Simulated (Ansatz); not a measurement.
# A computed series for Cu: pressure series

Start from Cu in the fcc (Cu type) structure (space group Fm-3m, No. 225; a = 3.577 Å).

Cell and atoms are relaxed at each pressure.

Computed with r2SCAN (Ansatz, a first-principles code; PAW; 500 eV plane waves; scalar-relativistic without spin-orbit coupling).

Notes on the quantities. enthalpy: H = E + PV relative to the base's energy.

```json
[
 {"change": "base", "enthalpy": "–", "volume per atom": "11.44 Å³"},
 {"change": "pressure −2 GPa", "enthalpy": "-0.14 eV/atom", "volume per atom": "11.58 Å³"},
 {"change": "pressure −1 GPa", "enthalpy": "-0.07 eV/atom", "volume per atom": "11.51 Å³"},
 {"change": "pressure 0.9 GPa", "enthalpy": "+0.06 eV/atom", "volume per atom": "11.38 Å³"},
 {"change": "pressure 2.1 GPa", "enthalpy": "+0.15 eV/atom", "volume per atom": "11.30 Å³"},
 {"change": "pressure 4.5 GPa", "enthalpy": "+0.32 eV/atom", "volume per atom": "(withheld)"},
 {"change": "pressure 9 GPa", "enthalpy": "+0.63 eV/atom", "volume per atom": "10.90 Å³"},
 {"change": "pressure 15 GPa", "enthalpy": "+1.03 eV/atom", "volume per atom": "10.60 Å³"},
 {"change": "pressure 22.5 GPa", "enthalpy": "+1.52 eV/atom", "volume per atom": "10.29 Å³"},
 {"change": "pressure 30 GPa", "enthalpy": "+1.99 eV/atom", "volume per atom": "10.03 Å³"}
]
```

### Question
What belongs in the blanks?

### Answer

- pressure 4.5 GPa, volume per atom: 11.15 Å³

Load acts through the strain it causes; cell and atoms are relaxed under it. No phonon test of stability was made. No other phases were tried under pressure. All final runs are without spin polarisation.
